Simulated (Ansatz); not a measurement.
The starting structures come from a database of crystals and need not be the phases stable at ambient conditions.

 Where the default PAW files enter, the runs use the earlier of Ansatz's two default sets.

By LDA and PBEsol, the system below comes out a metal.

Data:

```
CELL_PARAMETERS angstrom
      4.57982     0.00000     0.00000
     -0.66911     4.53068     0.00000
      0.00000     0.00000     5.79816
ATOMIC_POSITIONS crystal
  Hg 0.65695 0.34305 0.75000
  Hg 0.34305 0.65695 0.25000
  Te 0.21519 0.78481 0.75000
  Te 0.78481 0.21519 0.25000
```

Space group of this cell: Cmcm. The cell is taken as given; by PBEsol its mean pressure is -3.4 GPa.

The current runs along the normal of the first two printed vectors. All runs by Ansatz (a program for electronic structure), plane waves and PAW, without spin-orbit coupling; the base is PBEsol.

```csv
run,mean pressure (GPa),"G/A, both spins (10¹⁵ S/m²)"
base,-3.4,0.48
all lengths scaled by 0.98,-0.7,0.49
all lengths scaled by 1.02,-5.2,0.45
lda in place of pbesol,-5.0,0.48
"lengths across the current scaled by 0.98, ions clamped",-1.8,0.49
"lengths across the current scaled by 1.02, ions clamped",-4.5,0.45
"lengths along the current scaled by 0.97, ions clamped",-1.9,0.48
"lengths along the current scaled by 1.03, ions clamped",-4.4,…
```

Fill in the missing entries.


- lengths along the current scaled by 1.03, ions clamped, G/A, both spins (10¹⁵ S/m²): 0.46
